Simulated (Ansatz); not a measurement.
The reference is SnTe in the rock salt structure (space group Fm-3m, No. 225; a = 6.2348 Å). Axes: x, y, z lie along the cube axes.

The values are results of LDA (Ansatz, a program for electronic structure), spin-orbit coupling left out, not measurements.

Before the change:

* **Pressure**: 0.00 GPa
* **Shortest interatomic distance**: 3.117 Å

Now apply this change: tensile biaxial strain of 0.42 % in the plane normal to [111], as in epitaxy on a mismatched substrate; the out-of-plane cell vector and the atoms relax.

Q: Predict the new pressure.

A: The pressure (mean of the normal stresses, compression positive) goes from zero to -0.20 GPa.

Q: Estimate the effect on the out-of-plane strain.

A: The out-of-plane strain is -0.43 %.

Q: How does this affect the energy relative to the base?

A: The energy hardly moves.

Q: Predict the new shortest interatomic distance.

A: The shortest interatomic distance increases by 0.0042 Å, from 3.117 Å to 3.122 Å.

Stability against distortions was not tested.
